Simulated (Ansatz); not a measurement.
The slab is Si(111) 1x1 surface, 6 top atoms, 3 bilayers, bottom bilayer H-capped and fixed, every top atom capped by Cl; cell 11.5 x 6.6 Å; about 7 Å thick over the host's atoms, 18 atoms held. Level of theory: PBE-D3(BJ) (plane waves to 420 eV, PAW; Ansatz, a quantum-chemistry and plane-wave program). Sampling: 1x2x1 k points. Some slab states were started with spin and the others were run without it. Slab thickness, cell and mesh are as stated and are not converged limits. Energies are static: no zero-point or thermal part. Each state was relaxed from one prepared geometry.

One GeH3 a cell is brought to Si(111):Cl. Relaxed result near the molecule:

```
atom    x (Å)   y (Å)   z (Å)
------  -----  ------  ------
Ge(a0)  5.887   1.105  14.389
H(a1)   6.188  -0.290  14.980
H(a2)   7.020   2.104  14.711
H(a3)   4.520   1.636  14.875
```

Task: What is the adsorption energy against the free GeH3 and the slab before, and how much of it is dispersion?

Result: -0.19 eV (negative: bound); the D3 term gives -0.19 eV of it, the free GeH3 being spin-polarised. Its closest contacts to the rest of the cell: Ge(a0)...Cl(46) 3.51 Å, H(a2)...Cl(31) 3.60 Å, Ge(a0)...Cl(31) 3.61 Å.
